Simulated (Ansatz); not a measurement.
Worked calculations on one periodic cell of amorphous Si24O51Y2: Si24O51Y2, 77 atoms, volume 1162.2 Å³, made by a melt-quench on the CHGNet potential and relaxed with DFT. O atoms were pushed apart under 1.9 Å during the dynamics, to hinder bonds among them. It is a model cell: composition and starting density were chosen by hand, and all elements were melted together. Cycles of charging were run to anneal it. The numbers are results of PBE, scalar-relativistic without spin-orbit coupling (plane waves to 420 eV, PAW; Ansatz, an electronic-structure program), not measurements. Sampling: a 2×2×2 Γ-centred mesh; Fermi-Dirac width 0.02 eV; no spin polarisation. Its volume was held where the quench left it, its shape was held as a cube, and it stands at a mean pressure of -1.8 GPa with stress components up to 3.2 GPa; the relaxation ran on the zone centre alone. Its density went from a set 2.38 to 2.38 g/cm³. The cell is small and was quenched far faster than a real film, so it is one sample of the glass.

Problem. Count formal charges (Si +4, O -2, Y +3). What does the count lead one to expect at the Fermi level, and what does the calculation give?

Solution. 24 × (+4) + 51 × (-2) + 2 × (+3) = 0. The charges balance, so the anion-derived valence states can be full and a gap can open. On this mesh the highest filled and lowest empty level lie 4.56 eV apart, the PBE gap of this cell, with a localised state at one edge or both.

Four energies for an added electron at PBE on the zone centre alone (charged cells in a uniform background, spin-polarised): neutral at the neutral geometry -51980.087 eV; charged at the neutral geometry -51973.720 eV; charged and relaxed -51974.013 eV; neutral at the charged geometry -51979.314 eV.

Problem. Find the two relaxation energies and their sum, the reorganisation energy.

Solution. On charging: -51973.720 − (-51974.013) = 0.293 eV. On discharging: -51979.314 − (-51980.087) = 0.773 eV. The sum is 1.066 eV. The carrier's level spreads over 5 of the 77 atoms' worth, so it counts as localised, most on one Y atom with neighbours O 2.07 Å, O 2.09 Å, O 2.38 Å, O 2.47 Å, O 2.49 Å (neutral geometry). The values are uncorrected: the image energy of a point charge in this cell, 2.84 × 14.40 / (2 × 10.5) = 1.9 eV before screening, is screened by electrons alone at the fixed geometry and by ions too after relaxing, and the carrier can be spread before it relaxes, so each term can be off by up to that value times 1/ε∞, some tenths of an eV. PBE's self-interaction favours spread-out carriers, so a hybrid can localise more.

Four energies for a hole at PBE on the zone centre alone (charged cells in a uniform background, spin-polarised): neutral at the neutral geometry -51980.087 eV; charged at the neutral geometry -51981.728 eV; charged and relaxed -51981.802 eV; neutral at the charged geometry -51979.970 eV.

Problem. Find the two relaxation energies and their sum, the reorganisation energy.

Solution. On charging: -51981.728 − (-51981.802) = 0.074 eV. On discharging: -51979.970 − (-51980.087) = 0.117 eV. The sum is 0.191 eV. The carrier's level spreads over 14 of the 77 atoms' worth, so it counts as partly localised, most on one O atom with neighbours Si 1.61 Å, Y 2.07 Å (neutral geometry). The values are uncorrected: the image energy of a point charge in this cell, 2.84 × 14.40 / (2 × 10.5) = 1.9 eV before screening, is screened by electrons alone at the fixed geometry and by ions too after relaxing, and the carrier can be spread before it relaxes, so each term can be off by up to that value times 1/ε∞, some tenths of an eV. PBE's self-interaction favours spread-out carriers, so a hybrid can localise more.
